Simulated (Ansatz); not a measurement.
CsCl-type RuAl: properties by level of theory

Reference values: lattice constant a 2.992 Å (measured, temperature not stated, copied from a table, unchecked, no zero-point or thermal correction; as tabulated in Acta Metallurgica 41, 863 (1993)); formation enthalpy -0.644 ± 0.02 eV/atom (measured, 298 K, copied from a table, unchecked, no zero-point or thermal correction; as tabulated in Wang et al. (2021), doi:10.1038/s41598-021-94550-5).

```tsv
level (code)	equilibrium lattice constant a (Å)	enthalpy of formation (eV/atom)
PBE-D3(BJ) (Ansatz)	2.973	-0.672
PBE-D4 (Ansatz)	2.978	-0.676
rVV10 (Ansatz)	3.019	-0.634
r²SCAN (Ansatz)	2.982	-0.714
```

Differences from the reference values (errors of the level alone only where the reference is corrected to a static lattice):

```
level       lattice constant a (%)  formation enthalpy (eV/atom)
----------  ----------------------  ----------------------------
PBE-D3(BJ)                   -0.64                        -0.028
PBE-D4                       -0.47                        -0.032
rVV10                        +0.90                        +0.010
r²SCAN                       -0.33                        -0.070
```

Nearest: lattice constant a, not ranked (reference at room or unstated temperature); formation enthalpy, not ranked (one source).

Ansatz's density-functional and Hartree–Fock values are scalar-relativistic unless marked +SOC, with PAW data made under PBE.

Differences are worked out from the printed values.

Ansatz is a program for electronic structure.
